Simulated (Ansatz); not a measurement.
The starting structures come from a database of crystals and need not be the phases stable at ambient conditions.

Where the default PAW files enter, the runs use the earlier of Ansatz's two default sets.

Inside the gap of an insulator the Bloch states are evanescent, with a wavenumber k + iκ along the transport direction.

Input:

```
CELL_PARAMETERS angstrom
      4.05734     0.00000     0.00000
      0.01802     4.05730     0.00000
      0.00000     0.00000     3.98333
ATOMIC_POSITIONS crystal
  Ba 0.99659 0.99659 0.00000
  Ti 0.48150 0.48150 0.50000
  O  0.02157 0.50865 0.50000
  O  0.50865 0.02157 0.50000
  O  0.51180 0.51180 0.00000
```

Space group of this cell: Amm2. The cell is taken as given; by r2SCAN its mean pressure is -1.8 GPa.

Transport runs along the normal of the first two printed cell vectors.

The gap is the functional's own. No spin-orbit coupling. Mid-gap values are those at the computed energy nearest the middle.

Problem. State the band gap and the smallest decay constant κ at mid-gap according to r2SCAN in Ansatz (an electronic-structure program).

Solution. Gap 2.56 eV on a 8×8×8 mesh; κ = 0.290 1/Å, at the zone centre.
